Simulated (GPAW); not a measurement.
A self-consistent single point of YTi2Ga4 (I4/mmm, 7 atoms in the cell) with GPAW.

Computed with LDA (Perdew-Wang 92), GPAW PAW datasets LDA (gpaw-data 1.0.1) (plane waves; GPAW).

```
Y(TiGa2)2
1.0
   -3.39292     3.39292     2.74046
    3.39292    -3.39292     2.74046
    3.39292     3.39292    -2.74046
Y Ti Ga
1 2 4
Direct
  0.00000   0.00000   0.00000
  0.75000   0.25000   0.50000
  0.25000   0.75000   0.50000
  0.30349   0.69651   0.00000
  0.69651   0.30349   0.00000
  0.69651   0.69651   0.39302
  0.30349   0.30349   0.60698
```

Reference input (self-consistent single point, DFT PBEsol, plane waves, GPAW PAW datasets PBEsol (made by gpaw-setup)): mode = pw; ecut = 850 eV; xc = PBEsol; kpts = 5 5 5; mesh shift (steps) = 0 0 0; occupations.name = methfessel-paxton; occupations.width = 0.136 eV; occupations.order = 0; nbands = -13; convergence.density = 1e-05 e/electron; symmetry.symmorphic = false; symmetry.tolerance = 0.0005. This run's input differs from it in these lines:

```diff
@@ -18,3 +18,3 @@
 calc = GPAW(mode={'name': 'pw', 'ecut': 850},
-            xc='PBEsol',
+            xc='LDA',
             kpts=(5, 5, 5),
```

Its files differ too (potentials: GPAW PAW datasets LDA (gpaw-data 1.0.1)).

Output (repeated stretches shortened):

```
     iter     time        total  log10-change:
                         energy   eigst   dens
iter:   1 --:--:--   -39.551023
iter:   2 --:--:--   -39.357625   -1.26  -1.14
iter:   3 --:--:--   -38.858201   -1.23  -1.17
iter:   4 --:--:--   -38.683091   -1.77  -1.38
iter:   5 --:--:--   -38.864308   -1.10  -1.51
iter:   6 --:--:--   -38.747801   -2.69  -1.70
iter:   7 --:--:--   -38.671370   -1.41  -1.85
iter:   8 --:--:--   -38.648199   -3.09  -2.15
iter:   9 --:--:--   -38.647424   -4.08  -2.46
iter:  10 --:--:--   -38.646327c  -3.48  -2.50
iter:  11 --:--:--   -38.646056c  -3.81  -3.01
iter:  12 --:--:--   -38.645829c  -4.78  -3.09
iter:  13 --:--:--   -38.645867c  -4.66  -3.21
iter:  14 --:--:--   -38.645794c  -5.34  -3.52
iter:  15 --:--:--   -38.645838c  -5.27  -3.56
iter:  16 --:--:--   -38.645834c  -6.59  -4.20
iter:  17 --:--:--   -38.645830c  -7.02  -4.26
iter:  18 --:--:--   -38.645835c  -8.10c -4.33
iter:  19 --:--:--   -38.645834c  -7.09  -4.34
iter:  20 --:--:--   -38.645831c  -7.50c -4.44
iter:  21 --:--:--   -38.645830c  -8.07c -4.60
iter:  22 --:--:--   -38.645828c  -8.20c -4.89
iter:  23 --:--:--   -38.645828c  -9.29c -5.21c
Converged after 23 iterations.

Dipole moment: (-0.000000, 0.000000, 0.000000) |e|*Ang

Energy contributions relative to reference atoms: (reference = -349568.008953)

Kinetic:        +60.057811
Potential:      -49.367552
External:        +0.000000
XC:             -49.085222
Entropy (-ST):   -0.054682
Local:           -0.223523
SIC:             +0.000000
--------------------------
Free energy:    -38.673169
Extrapolated:   -38.645828

Showing only first 2 kpts
 Kpt  Band  Eigenvalues  Occupancy
  0    21      6.14371    2.00000
  0    22      6.74432    2.00000
  0    23      7.31107    1.92813
  0    24      7.44620    1.30705

  1    21      6.27112    2.00000
  1    22      6.79802    2.00000
  1    23      7.23736    1.98973
  1    24      7.49171    0.93748

Fermi level: 7.48417

No gap
   [... lines left out ...]
  1 Ti    0.00000   -0.00000    0.00000
  2 Ti    0.00000    0.00000    0.00000
  3 Ga    0.09169   -0.09169    0.00000
  4 Ga   -0.09169    0.09169    0.00000
  5 Ga    0.09169    0.09169    0.00000
  6 Ga   -0.09169   -0.09169    0.00000

Stress tensor:
     0.047840     0.000000    -0.000000
     0.000000     0.047840     0.000000
    -0.000000     0.000000     0.045249
Stress (GPa, Voigt): [ 7.6648  7.6648  7.2497  0.     -0.      0.    ]
```

The run converged in 23 iterations. GPAW prints stress with tension positive. Against the reference run the pressure goes from -4.27 to -7.53 GPa and the largest force goes from 0.107 to 0.130 eV/Å.

The starting cell comes from a database of computed structures (which also holds hypothetical and non-ambient phases and stackings), without a prior relaxation at this level. Its lattice was rescaled by a random factor within 2.5 % of one. Spin polarisation is off. With a pressure of about -8 GPa the cell is away from its equilibrium volume at this level.

Cost on one core of a shared machine: roughly 3 min.
